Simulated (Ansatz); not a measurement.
K2SO4 (Pnma, No. 62) was calculated with BLYP (plane waves, PAW; Ansatz, an electronic-structure program).

Run with plane-wave cutoff 520 eV, 6×6×4 k mesh (along the axes of the cell as run), Fermi–Dirac smearing 0.01 eV, scalar-relativistic PAW data made under PBE.

Shape and atoms are relaxed at each volume.

The direct gap at Γ against volume; x = 100 ln(V/17.031 Å³). One gap is withheld.

| V (Å³/atom) | x | gap (eV) |
|---|---|---|
| 16.349 | -4.09 | ? |
| 16.690 | -2.02 | 5.088 |
| 17.031 | 0.00 | 4.973 |
| 17.371 | 1.98 | 4.860 |
| 17.712 | 3.92 | 4.749 |

Task: Fit a straight line to the rows shown, give the volume deformation potential and predict the withheld gap.

Result: Means of the 4 rows: x̄ = 0.970, ȳ = 4.9175 eV. Σ(x − x̄)(y − ȳ) = -1.1188 and Σ(x − x̄)² = 19.604, so the slope is -0.0571 eV per unit of x, and dE_g/d ln V = -5.7 eV. At x = -4.09: 4.9175 + (-0.0571) × (-4.09 − (0.970)) = 5.206 eV. The run gives 5.208 eV, 0.002 eV above the line.

Note: the relaxation could not lower the start's symmetry, so the cell can be a saddle point above a distorted one; the volume lies 10 % above that of the published cell.
